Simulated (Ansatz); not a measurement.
Data:

```
CELL_PARAMETERS angstrom
      4.84921     0.00000     0.00000
      0.00000     4.81503     0.00000
      0.00000     0.00000     3.23611
ATOMIC_POSITIONS crystal
  Sn 0.00000 0.00000 0.00000
  Sn 0.50000 0.50000 0.50000
  O  0.30755 0.30562 0.00000
  O  0.80755 0.19438 0.50000
  O  0.19245 0.80562 0.50000
  O  0.69245 0.69438 0.00000
```

No spin polarisation.

A single point on SnO2 with a change (uniaxial stress, 0.5 GPa tension along x), its geometry relaxed with PBE.

Method: Ansatz (a program for electronic structure), r2SCAN, PAW, cutoff 500 eV, without spin-orbit coupling. Settings: 7×7×10 k-points, 0.05 eV Fermi–Dirac smearing.

Problem. Predict the gap character, width of the top valence band and pressure.

Solution. 
```json
{
 "gap_character": "direct at Γ",
 "width_of_the_top_valence_band": "1.20 eV",
 "pressure": "-7.78 GPa"
}
```

Single points use the geometry relaxed with PBE. Load acts through the strain it causes; cell and atoms are relaxed under it. Beyond what the load breaks, stability against distortions was not tested. The cell was made from SnO₂ in the rutile structure (space group P4_2/mnm, No. 136) by this change: uniaxial stress, 0.5 GPa tension along x.
